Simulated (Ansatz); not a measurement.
Mg₂Si (Fm-3m), HSE06, rigid bands (Ansatz, an electronic-structure program): N_v = 6.41e19 cm⁻³ at 300 K and a hole conductivity mass of 0.370 mₑ.

**Question.** For 1e17 holes per cm³ at 300 K, place the Fermi level, estimate the Seebeck coefficient of a parabolic band with constant τ, and give mobility and conductivity for τ = 10 fs.

**Answer.** The level lies k_BT ln(N_v/p) = 0.167 eV above the valence-band maximum. S ≈ +(k_B/e)[ln(N_v/p) + 5/2] = 772 μV/K, against 758 μV/K from the full bands (mean over directions). μ = eτ/m = 47.5 cm²/(V·s) and σ = peμ = 0.762 S/cm. τ is assumed, not computed.

Band transport and this doping are assumed; polarons and phonon drag are left out. Spin-orbit coupling is left out; where it splits the top of the valence band, N_v and the p-type Seebeck coefficient come out somewhat high without it. Geometry: cell and atoms relaxed with PBEsol.
